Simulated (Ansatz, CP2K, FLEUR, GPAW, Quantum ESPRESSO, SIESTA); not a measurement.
# MnSnF6 (R-3, 8 atoms in the cell) computed with different codes at matched settings

Self-consistent single point, at a second geometry (lattice scaled by 0.98). First geometry:

```yaml
crystal:
  lattice:
    - [2.69588, 1.55647, 4.86032]
    - [-2.69588, 1.55647, 4.86032]
    - [0.00000, -3.11294, 4.86032]
  atoms:
    - { symbol: Mn, position: [0.50000, 0.50000, 0.50000], spin: 4.0 }
    - { symbol: Sn, position: [0.00000, 0.00000, 0.00000] }
    - { symbol: F, position: [0.11575, 0.75862, 0.36815] }
    - { symbol: F, position: [0.88425, 0.24138, 0.63185] }
    - { symbol: F, position: [0.36815, 0.11575, 0.75862] }
    - { symbol: F, position: [0.63185, 0.88425, 0.24138] }
    - { symbol: F, position: [0.75862, 0.36815, 0.11575] }
    - { symbol: F, position: [0.24138, 0.63185, 0.88425] }
```
(The spins are starting values, not results.)

Shared settings, as Ansatz (a quantum-chemistry and plane-wave program) writes them: kpoints.mp_grid.grid = 3 3 3; scf.occupations.method = fermi_dirac; scf.occupations.width = 0.01 eV. Potentials and cutoffs stand in the table.

```
code                                                                                                                                      model  ΔF from the first geometry (meV/atom)  pressure (GPa)  largest force (eV/Å)  gap on the mesh (eV)  size of the net moment (μB/atom)           cutoff
----------------  -----------------------------------------------------------------------------------------------------------------------------  -------------------------------------  --------------  --------------------  --------------------  --------------------------------  ---------------
CP2K                                                                 PBEsol, GPW, DZVP-MOLOPT-SR-GTH basis, GTH-PBE potentials (GTH_POTENTIALS)                                   -3.2            2.35                 0.631                 1.086                              0.62      grid 600 Ry
FLEUR                                                                           PBEsol, all-electron FLAPW (FLEUR), scalar-relativistic valence                                  -15.9               –                 0.271                 1.113                              0.62  Kmax 4.6 1/bohr
GPAW                                                                                      PBEsol, GPAW PAW datasets PBEsol (made by gpaw-setup)                                  -18.6               –                 0.089                 0.959                              0.63           950 eV
Ansatz                                                                                                          PBEsol, PAW files made with PBE                                  -19.4           -0.99                 0.112                 1.075                              0.62          default
SIESTA            GGA PBEsol, numerical atomic orbitals TZP, PseudoDojo PBEsol standard norm-conserving potentials (rewritten from UPF to PSML)                                  -32.2           -2.57                 0.354                 1.249                              0.62      grid 350 Ry
Quantum ESPRESSO                                                          PBEsol, PseudoDojo standard norm-conserving (PBESOL) pseudopotentials                                  -19.8           -0.68                 0.123                 1.162                              0.62           100 Ry
```

A dash marks a value that a program does not give, or that is left out as unsure.

Gaps are read on the mesh.

On Ansatz's run: with one magnetic atom in the cell only a parallel order is possible.

The spread over the programs that give each value: ΔF from the first geometry within 29.0 meV/atom; pressure within 4.92 GPa; largest force within 0.542 eV/Å; gap on the mesh within 0.290 eV; size of the net moment within 0.01 μB/atom.

CP2K and SIESTA use small atom-centred bases, whose incompleteness enters pressures, forces and empty levels differently from a plane-wave cutoff. FLEUR treats all electrons, but the usual bases taken here (sphere radii, linearisation, local orbitals, empty states) were not tested for convergence, so the values are no reference for the others. Ansatz's pressure is given at a fixed set of plane waves, as the other plane-wave codes print theirs; with its correction for the finite basis it is -0.58 GPa (the shift of 0.41 GPa shows how far the cutoff is from converged). The pressure of GPAW is left out: its cutoff lies under the one at which its stress was checked. In the pressure, CP2K (by 3.18) and SIESTA (by 1.73) lie more than 1 GPa from the median of the plane-wave programs. In the gap, SIESTA (by 0.175) lies more than 0.12 eV from the median of the plane-wave programs. In the force vectors, CP2K (by 0.569), FLEUR (by 0.309), GPAW (by 0.140) and SIESTA (by 0.283) lie more than 0.08 eV/Å from the median of the plane-wave programs.

The starting cell comes from a database of computed structures (which also holds hypothetical and non-ambient phases and stackings), without a prior relaxation at this level. Its lattice was rescaled by a random factor within 2.5 % of one. For this run, on top of that: lattice scaled by 0.98.

Left out of this page: Elk (unsound by tests on forces, stress, charge or solver warnings).

Keys are those of Ansatz 0.2.
